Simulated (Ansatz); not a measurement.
Worked example: self-consistent single point of HfN (P2_13, 8 atoms in the cell) in Ansatz (a quantum-chemistry and plane-wave program).

Method of the run: PBE (plane waves, PAW; Ansatz).

```xyz
8
Lattice="4.6946 0.0000 0.0000 0.0000 4.6946 0.0000 0.0000 0.0000 4.6946" Properties=species:S:1:pos:R:3 pbc="T T T"
Hf     0.6409     0.6409     0.6409
Hf     2.9882     1.7064     4.0537
Hf     4.0537     2.9882     1.7064
Hf     1.7064     4.0537     2.9882
N      3.9547     3.9547     3.9547
N      1.6074     3.0872     0.7399
N      0.7399     1.6074     3.0872
N      3.0872     0.7399     1.6074
```

Reference input (self-consistent single point, DFT, PBE, plane waves, default PAW files): kpoints.mp_grid.grid = 5 5 5; kpoints.mp_grid.shift = 0.5 0.5 0.5; hamiltonian.xc = pbe; hamiltonian.pseudopotentials = {kind: paw} (the program's default PAW files); scf.occupations.method = methfessel_paxton; scf.occupations.width = 0.02 Ry. This run's input differs from it in these lines:

```diff
@@ -17,3 +17,3 @@
   mp_grid:
-    grid: [5, 5, 5]
+    grid: [14, 14, 14]
     shift: [0.5, 0.5, 0.5]
```

Log, with long lists cut:

```
SCF iter   1: F=—  HF=-64423.852641 eV  |F-HF|=—  |Δ(HF+E_count)|=         —  Δρ=1.36e-2  dr2=2.54e-1  ethr=1.77e-3  ⟨swp⟩=4.2  Hψ=25497  notcnv=0
all-band conjugate gradients solve this SCF's bands
preconditioner: auto → Kerker (q_TF=auto, 2.812 Å⁻¹)
SCF iter   2: F=—  HF=-64423.812002 eV  |F-HF|=—  |Δ(HF+E_count)|=   4.06e-2  S|Δr|=    0.00e0  Δρ=4.85e-3  dr2=1.23e-2  ethr=2.05e-4  ⟨swp⟩=1.5  Hψ=10429  notcnv=0
   [... lines left out ...]
SCF iter   6: F=—  HF=-64423.811065 eV  |F-HF|=—  |Δ(HF+E_count)|=   2.37e-4  S|Δr|=    0.00e0  Δρ=5.64e-5  dr2=2.70e-6  ethr=4.23e-8  ⟨swp⟩=2.0  Hψ=13234  notcnv=0
SCF iter   7: F=—  HF=-64423.811066 eV  |F-HF|=—  |Δ(HF+E_count)|=   3.50e-7  S|Δr|=    0.00e0  Δρ=1.71e-5  dr2=3.55e-7  ethr=2.18e-9  ⟨swp⟩=2.0  Hψ=15593  notcnv=0
SCF iter   8: F=-64423.811066 eV  HF=-64423.811066 eV  |F-HF|=1.17e-9  |Δ(HF+E_count)|=   4.07e-8  S|Δr|=    0.00e0  Δρ=4.46e-6  dr2=2.50e-8  ethr=8.06e-11  ⟨swp⟩=9.8  Hψ=38448  notcnv=0
SCF 1 converged in 8 iterations: F = -64423.811066 eV  dr2 = 2.50e-8
Stability not checked (fill_not_monotonic)
Free energy (F): -64423.811066 eV
Internal energy: -64423.819481 eV  (E = F + TS)
E sigma→0 (E₀):  -64423.813170 eV
Entropy (-TS):   0.008415 eV (1.052 meV/atom)
Fermi energy:    19.760843 eV
--- Forces (eV/Å), atoms counted from 1 ---
  atom   1  Hf     0.74257292     0.74257292     0.74257292
  atom   2  Hf     0.74257292    -0.74257292    -0.74257292
  atom   3  Hf    -0.74257292     0.74257292    -0.74257292
  atom   4  Hf    -0.74257292    -0.74257292     0.74257292
   [... lines left out ...]
  atom   8  N      0.41110095     0.41110095    -0.41110095
--- Stress (GPa, compression-positive) ---
      -10.887369      -0.000000       0.000000
       -0.000000     -10.887369       0.000000
        0.000000       0.000000     -10.887369
  P = ⅓ Tr σ = -10.8874 GPa (-108.874 kbar)
  The stress holds the Pulay correction. Without it, at fixed plane waves, as pw.x and ABINIT print it: P = -11.2606 GPa
```

The run converged in 8 iterations. Against the reference run the free energy rises by 2.6 meV/atom, the pressure hardly changes (-10.92 to -10.89 GPa) and the largest force goes from 1.306 to 1.286 eV/Å.

The starting cell was generated: these elements placed on a structure prototype, without a prior relaxation; it need not be a known phase or ordering of this composition. With a pressure of about -11 GPa the cell is away from its equilibrium volume at this level. Forces in this geometry exceed 1 eV/Å. Ansatz's pressure includes its estimate of the finite-basis (Pulay) stress.

Cost on one core of a shared machine: roughly 90 s.

Keys are those of Ansatz 0.2.
